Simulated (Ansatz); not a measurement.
System: L1₀ (CuAu-type) FePt. Method: B3LYP (VWN-RPA form) (Ansatz, a program for electronic structure, plane waves, PAW).

Output (set-up and result lines):

```
Relaxation: its limit of steps is 80 (relax.max_steps)
Crystal: 2 atoms, lattice volume = 30.186 Å³
Basis set: ecut = 460 eV, 657 PW (Γ), exchange–correlation on 40×40×54 points (8 copies of the dense FFT grid, shifted against one another)
Bands: 23, of which v1, the nominal top of the filled ones, is band 17 counted from 1 (16 counted from 0)
Symmetry: 16 space group operations
Space group: P4/mmm (ITA 123), of the structure as read, at distance tolerance 3.1e-5 Å
k-points: 105 of 800
Initial density: superposition of atomic densities (chi_scale 0.1, normalization cell)
Functional: x = 0.1 slater + 0.9 b88, c = 0.19 vwn_rpa + 0.81 lyp, warm-up for x = 0.08 slater + 0.72 b88 + 0.2 exact, c = 0.19 vwn_rpa + 0.81 lyp
spin=Collinear: Kerker preconditioning applied to the charge; magnetization (m = ρ↑ − ρ↓) channel mixes plain (no charge-response kernel on spin).
SCF 1 converged in 19 iterations: F = -17024.126764 eV  dr2 = 1.47e-13
Crystal: 2 atoms, lattice volume = 30.186 Å³
Initial density: handed on by an earlier stage of this run
Functional: x = 0.08 slater + 0.72 b88 + 0.2 exact, c = 0.19 vwn_rpa + 0.81 lyp
spin=Collinear: Kerker preconditioning applied to the charge; magnetization (m = ρ↑ − ρ↓) channel mixes plain (no charge-response kernel on spin).
  ...
hybrid outer 13: dexx = +3.701e-7 eV, tail = 4.64e-7 eV, magnetization grown 1.0013 times (not accepted), Δε = 6.44e-3 eV (about 5.97e-4 eV left of the loop's levels)
Crystal: 2 atoms, lattice volume = 30.186 Å³
SCF 15 converged in 4 iterations: F = -17023.454112 eV  dr2 = 2.91e-12
Crystal: 2 atoms, lattice volume = 30.186 Å³
Crystal: 2 atoms, lattice volume = 30.186 Å³
SCF 17 converged in 7 iterations: F = -17023.454126 eV  dr2 = 3.66e-12
Crystal: 2 atoms, lattice volume = 30.186 Å³
SCF 18 converged in 4 iterations: F = -17023.454126 eV  dr2 = 9.18e-13
Crystal: 2 atoms, lattice volume = 30.186 Å³
Crystal: 2 atoms, lattice volume = 30.186 Å³
SCF 20 converged in 6 iterations: F = -17023.454132 eV  dr2 = 9.13e-12
Crystal: 2 atoms, lattice volume = 30.186 Å³
SCF 21 converged in 5 iterations: F = -17023.454133 eV  dr2 = 9.84e-12
Crystal: 2 atoms, lattice volume = 30.186 Å³
SCF 22 converged in 2 iterations: F = -17023.454133 eV  dr2 = 2.30e-12
Magnetization: 3.6587 μB (18.8293 up, 15.1707 down)
Free energy (F): -17023.454133 eV
Internal energy: -17023.452234 eV  (E = F + TS)
E sigma→0 (E₀):  -17023.453184 eV
Fermi energy:    18.656826 eV
--- Forces (eV/Å), atoms counted from 1 ---
  atom   1  Fe    -0.00000000    -0.00000000     0.00000000
  atom   2  Pt     0.00000000     0.00000000     0.00000000
--- Stress (GPa, compression-positive) ---
       -4.173725      -0.000000       0.000000
       -0.000000      -4.173725       0.000000
        0.000000       0.000000      -4.173462
  P = ⅓ Tr σ = -4.1736 GPa (-41.736 kbar)
```

Q: Write an input file that could have produced this run (the log leaves some choices open).

A: One answer among several that fit: 
Ansatz 0.2 input:
```yaml
crystal:
  lattice:
    - [2.8135806897, 0.0, 0.0]
    - [0.0, 2.8135806897, 0.0]
    - [0.0, 0.0, 3.8131288916]
  atoms:
    - { symbol: Fe, position: [0.0, 0.0, 0.0], spin: 3.0 }
    - { symbol: Pt, position: [0.5, 0.5, 0.5], spin: 0.0 }
basis:
  ecutwfc: 460
  ecutrho_ratio: 4
  xc_grid: 2
kpoints:
  mp_grid: { grid: [10, 10, 8] }
hamiltonian:
  xc: b3lyp
  dispersion: none
  pseudopotentials: { kind: paw }
scf:
  occupations: { method: fermi_dirac, width: 0.05 }
output:
  forces: true
  stress: true
  eigenvalues: true
magnetization:
  spin_polarized: true
relax:
  f_tol: 0.01
  escape_saddle: false
  max_steps: 80
  cell: { stress_tol: 0.05, fix: [volume] }
```

The cell is one volume of an energy–volume scan, off the minimum.

The PAW data were made under PBE.

Note: the run warned that the count of filled bands differs between k points.

Cost on a shared machine: about 30 core-minutes (a rough figure).
